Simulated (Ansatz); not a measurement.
**Effect of uniaxial strain ε_xx = −1.20 % on CdSe**

The parent structure is CdSe in the wurtzite structure (space group P6_3mc, No. 186; a = 4.248 Å, c = 6.941 Å). Axes: x lies along a and z along c of the hexagonal cell.

Perturbation: the cell is compressed by 1.20 % along x with no lateral relaxation, atoms relaxed at fixed cell.

The values are results of LDA/PAW in Ansatz (a program for electronic structure), no spin-orbit coupling, not measurements. k-mesh 9×9×5 (Γ-centred); smearing 0.05 eV (Fermi–Dirac).

- Volume per atom = 26.79 Å³ (base 27.11 Å³)
- Space group = Cmc2_1 (No. 36) (base P6_3mc (No. 186))
- Shortest interatomic distance = 2.589 Å (base 2.600 Å)
- Energy relative to the base (free energy F) = +1.0 meV/atom
- Pressure (mean of the normal stresses, compression positive) = 7.1 kbar (base 0.0 kbar)
- Band gap = 0.45 eV (base 0.46 eV)
- Gap character = direct at Γ (base direct at Γ)
- Electron mass = 0.047 mₑ along x, 0.050 mₑ along y, 0.049 mₑ along z (at Γ) (base 0.047 mₑ (at Γ))
- Valence-band top at Γ (three highest levels, from the VBM) = 0.00, -0.05, -0.12 eV (base 0.00, 0.00, -0.07 eV)
- Largest internal atomic displacement = 0.017 Å
- Stress (xx, yy, zz, yz, xz, xy; compression positive) = (0.97, 0.62, 0.53, 0.00, 0.00, 0.00) GPa

Masses are band curvatures over ±0.01 Å⁻¹ around the edge. Stability against distortions was not tested. Labels are those of the standard path for the cell's own space group.
